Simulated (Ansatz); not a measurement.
A computed series for CaPb: response to strain

The parent structure is CaPb (space group P4/mmm, No. 123; a = 3.581 Å, c = 4.588 Å; a cell from a computed database, its experimental status unchecked).

Strains are applied to the cell and any free atomic positions relax.

Computed with r2SCAN/PAW in Ansatz (a first-principles code), spin-orbit coupling left out.

Notes on the quantities. energy relative to the base: free energy F.

```tsv
isotropic strain (%)	energy relative to the base (meV/atom)
-5.49	118.9
-4.75	86.7
-0.77	?
0	0.0
1.73	9.2
```

Task: Fit ΔE = Aε² + Bε³ (ε in %) to the rows shown and predict the withheld row.

Result: Least squares on the printed values gives A = 3.25 and B = -0.13 meV/atom (largest residual 0.1 meV/atom); this predicts 2.0 meV/atom, and the run gives 2.0 meV/atom, in agreement.

Whether these cells are dynamically stable was not tested.
